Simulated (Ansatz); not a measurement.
Consider BeS in the zinc blende structure (space group F-43m, No. 216).

```
BeS
1.0
    0.00000     2.41900     2.41900
    2.41900     0.00000     2.41900
    2.41900     2.41900     0.00000
S Be
1 1
Cartesian
  3.62849   3.62849   3.62849
  0.00000   0.00000   0.00000
```

All numbers come from PBEsol (Ansatz, a quantum-chemistry and plane-wave program), scalar-relativistic without spin-orbit coupling.

For the base:

- Lattice parameter a: 9.142 bohr
- Band gap: 2.91 eV

Now apply this change: Te takes the place of S on all its sites, then cell and atoms are relaxed.

Q: Estimate the effect on the lattice parameter a.

A: The lattice parameter a rises by 1.4482 bohr (9.142 bohr → 10.591 bohr).

Q: Predict the new band gap.

A: The band gap shrinks by 1.07 eV (2.91 eV → 1.84 eV).

With Te present, leaving out spin-orbit coupling can change the band edges. Whether these cells are dynamically stable was not tested.
